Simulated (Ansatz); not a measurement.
The parent structure is Mo in the bcc (W type) structure (space group Im-3m, No. 229).

```yaml
crystal:
  lattice:
    - [-1.56478, 1.56478, 1.56478]
    - [1.56478, -1.56478, 1.56478]
    - [1.56478, 1.56478, -1.56478]
  atoms:
    - { symbol: Mo, position: [0.00000, 0.00000, 0.00000] }
```

Calculations: plane-wave PAW DFT at the PBEsol level (Ansatz, an electronic-structure program, 420 eV), scalar-relativistic without spin-orbit coupling.

Before the change:

* **Lattice parameter a**: 313.0 pm

It is then changed as follows: a negative pressure, −2 GPa.

**Question.** What happens to the lattice parameter a?

**Answer.** The lattice parameter a increases by 0.76 pm (313.0 pm → 313.7 pm).

Load acts through the strain it causes; cell and atoms are relaxed under it. No phonon test of stability was made. The final runs are not spin-polarised.
